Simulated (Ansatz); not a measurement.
For TiRh (Pm-3m, No. 221; start mp-11563; another space group than a measured phase of this formula), PBEsol (Ansatz, a program for electronic structure, plane waves, PAW) gives:

| Quantity | Result |
|---|---|
| lattice parameter a | 3.072 Å |
| enthalpy of formation | -0.727 eV/atom |

Problem. What does r²SCAN in Ansatz (plane waves, PAW) give for the same quantities?

Solution. 
- lattice constant a: 3.092 Å (grows by 0.7 %)
- formation enthalpy: -0.777 eV/atom (moves by -0.050 eV/atom)

Changes are worked out from the printed values.

Unless a cell is named, each level is at its own relaxed cell (PBEsol 14.49, r²SCAN 14.77 Å³/atom).

Caveats: the relaxation could not lower the start's symmetry, so the cell can be a saddle point above a distorted one (PBEsol, r²SCAN). Ansatz's density-functional and Hartree–Fock values are scalar-relativistic unless marked +SOC, with PAW data made under PBE.

A start named mp-… is a Materials Project structure, which can be a computed phase never made.
